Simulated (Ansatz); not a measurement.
Response to strain in Cu

Base system: Cu in the fcc (Cu type) structure (space group Fm-3m, No. 225; relaxed with 0.1 eV smearing).

```xyz
1
Lattice="0.0000 1.7884 1.7884 1.7884 0.0000 1.7884 1.7884 1.7884 0.0000" Properties=species:S:1:pos:R:3 pbc="T T T"
Cu     0.0000     0.0000     0.0000
```

Cartesian axes are those of the cell as printed.

Strains are applied to the cell and any free atomic positions relax.

Calculations: Ansatz (a quantum-chemistry and plane-wave program), r2SCAN, PAW, cutoff 500 eV, scalar-relativistic without spin-orbit coupling.

Notes on the quantities. energy relative to the base: free energy F.

| variant | energy relative to the base | volume per atom | pressure |
|---|---|---|---|
| base | 0 meV/atom | 11.44 Å³ | 0.0 GPa |
| isotropic strain −4.65 % | +137 meV/atom | 9.92 Å³ | ___ |
| uniaxial strain ε_zz = +0.56 % | +0.2 meV/atom | 11.50 Å³ | -0.9 GPa |
| uniaxial strain ε_zz = +5.57 % | ___ | 12.08 Å³ | -7.6 GPa |
| tensor shear ε_xy = −1.52 % | ___ | 11.44 Å³ | 0.2 GPa |
| tensor shear ε_xy = −0.58 % | ___ | 11.44 Å³ | 0.0 GPa |

**Question.** Complete the table.

**Answer.** 
- isotropic strain −4.65 %, pressure: 33.3 GPa
- uniaxial strain ε_zz = +5.57 %, energy relative to the base: +20 meV/atom
- tensor shear ε_xy = −1.52 %, energy relative to the base: +3.1 meV/atom
- tensor shear ε_xy = −0.58 %, energy relative to the base: +0.4 meV/atom

Stability against distortions was not tested. The final runs are not spin-polarised.
